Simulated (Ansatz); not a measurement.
# The (111)B surface of zinc-blende ZnSe, Se-terminated, 2x2 with 2 H on 4 top atoms (bottom of the slab: 2 H on 4 bottom sites)

Level of theory: PBE (plane waves to 420 eV, PAW; Ansatz, a quantum-chemistry and plane-wave program).

Set-up: 36 atoms, 13.9 Å thick at the start with caps and adatoms (thin: gaps and levels are the slab's own); mesh 3x3x1; 0.025 eV smearing; dipole correction on; 8 atoms held, the rest relaxed; no symmetry held; no spin, no spin-orbit, no U.

| Quantity | Value |
|---|---|
| gap of the slab on its k-mesh | 1.70 eV |
| highest filled level below the top vacuum level | 5.35 eV |
| energy released by relaxation | 1.85 eV |
| cost | roughly 27 core-minutes |
